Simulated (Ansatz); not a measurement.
# TaAl (model structure, Pm-3m, No. 221, 2 atoms in the cell)

Computed with PBE in Ansatz (PAW).

Settings: plane-wave cutoff 520 eV, 18×18×18 k mesh, Fermi–Dirac smearing 0.05 eV, scalar-relativistic PAW data made under PBE.

Cell (relaxed at this level):

```
CELL_PARAMETERS angstrom
      3.22469     0.00000     0.00000
      0.00000     3.22469     0.00000
      0.00000     0.00000     3.22469
ATOMIC_POSITIONS crystal
  Ta 0.00000 0.00000 0.00000
  Al 0.50000 0.50000 0.50000
```

```
Property              Value
------------  -------------
band gap      zero (no gap)
bulk modulus        153 GPa
```

Note: the bulk modulus is −V dP/dV from two relaxed cells at ±2 % in volume; the relaxation could raise the start's symmetry but not lower it, so the cell can be a saddle point.

Spin–orbit coupling is not included.

Computed values are for the static lattice.

A model structure was made by putting elements into a prototype or built by hand; it is no filed structure, need not be a known phase, and can be a saddle point held by its symmetry.

Ansatz is a quantum-chemistry and plane-wave program.
